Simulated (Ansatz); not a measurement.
Carrier properties of Si (I4_1/amd)

Data:

```yaml
crystal:
  lattice:
    - [0.00000, 2.74665, 2.69285]
    - [2.74665, 0.00000, 2.69285]
    - [2.74665, 2.74665, 0.00000]
  atoms:
    - { symbol: Si, position: [0.00000, 0.00000, 0.00000] }
    - { symbol: Si, position: [0.25000, 0.25000, 0.25000] }
```

The numbers are results of r2SCAN with spin-orbit coupling, rigid bands (plane waves, PAW; Ansatz, a first-principles code), not measurements. Condition of this run: biaxial stress in (001) of -1.8 GPa (compression positive) (the target of the relaxation). How the cell was made: cell and atoms relaxed with PBEsol, then loaded as said.

* **band gap**: 0.56 eV
* **electron conductivity mass (300 K, dilute)**: 0.21 (x), 0.21 (y), 0.93 (z) mₑ
* **hole conductivity mass (300 K, dilute)**: 0.32 (x), 0.32 (y), 0.32 (z) mₑ
* **effective density of states N_c (300 K)**: 9.9e18 cm⁻³
* **effective density of states N_v (300 K)**: 4.8e18 cm⁻³
* **density-of-states mass, electrons**: 0.54 mₑ
* **density-of-states mass, holes**: 0.33 mₑ
* **Seebeck coefficient, n-type 1e19 cm⁻³, 300 K**: -221 μV/K
* **Seebeck coefficient, p-type 1e19 cm⁻³, 300 K**: 229 μV/K
* **best p-type power factor at 300 K for τ = 10 fs (best axis; densities from 1e16 to 1e21 cm⁻³ tried, whether or not they can be reached)**: 12.7 μW/(cm·K²) at 3e20 cm⁻³

Rigid bands; masses and Seebeck coefficients take one relaxation time τ for all states and one kind of carrier; polarons and phonon drag are left out. Geometry: cell and atoms relaxed with PBEsol.
